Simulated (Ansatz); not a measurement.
Results of HSE06 (plane waves, PAW; Ansatz, a first-principles code) for InTeBr (model structure, started from the BiTeI type, P3m1, No. 156, 3 atoms in the cell).

Numerical settings: plane-wave cutoff 460 eV, 9×9×4 k mesh (along the axes of the cell as run), Fermi–Dirac smearing 0.01 eV, scalar-relativistic PAW data made under PBE.

Cell (relaxed with PBE-D3(BJ)):

```yaml
crystal:
  lattice:
    - [4.17940, 0.00000, 0.00000]
    - [-2.08970, 3.61947, 0.00000]
    - [0.00000, 0.00000, 6.32931]
  atoms:
    - { symbol: In, position: [0.00000, 0.00000, 0.92441] }
    - { symbol: Te, position: [0.66667, 0.33333, 0.68830] }
    - { symbol: Br, position: [0.33333, 0.66667, 0.20659] }
```

Task: What does this level give for the band gap and smallest direct gap on the k points sampled?

Result: 
- band gap: 1.36 eV
- smallest direct gap on the k points sampled: 1.66 eV

Note: the relaxation could raise the start's symmetry but not lower it, so the cell can be a saddle point; cell and atoms aren't relaxed at this level.

Spin–orbit coupling is not included; with these elements it can move the gap by several tenths of an eV or more.

The computed numbers hold no vibrational or temperature effects.

A model structure was made by putting elements into a prototype or built by hand; it is no filed structure, need not be a known phase, and can be a saddle point held by its symmetry.
